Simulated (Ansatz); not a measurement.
The parent structure is AlRu in the CsCl type structure (space group Pm-3m, No. 221; relaxed with 0.1 eV smearing).

```cif
data_AlRu
_chemical_formula_sum 'Al1 Ru1'
_space_group_name_H-M_alt 'Pm-3m'
_space_group_IT_number 221
_space_group_name_Hall '-P 4 2 3'
_cell_length_a 2.95452
_cell_length_b 2.95452
_cell_length_c 2.95452
_cell_angle_alpha 90.000
_cell_angle_beta 90.000
_cell_angle_gamma 90.000
loop_
_atom_site_label
_atom_site_type_symbol
_atom_site_symmetry_multiplicity
_atom_site_Wyckoff_symbol
_atom_site_fract_x
_atom_site_fract_y
_atom_site_fract_z
_atom_site_occupancy
Al1 Al 1 b 0.50000 0.50000 0.50000 1
Ru1 Ru 1 a 0.00000 0.00000 0.00000 1
```

Method: Ansatz (a quantum-chemistry and plane-wave program) LDA, spin-orbit coupling left out.

Before the change:

| Property | Value |
|---|---|
| Pressure | 0.0 GPa |

Now apply this change: the cell is scaled by 0.9950 in all directions; the atoms relax in the strained cell.

Q: How does this affect the pressure and energy relative to the base?

A: The pressure goes from zero to 3.6 GPa; the energy grows by 2.1 meV/atom.

Whether these cells are dynamically stable was not tested. All final runs are without spin polarisation.
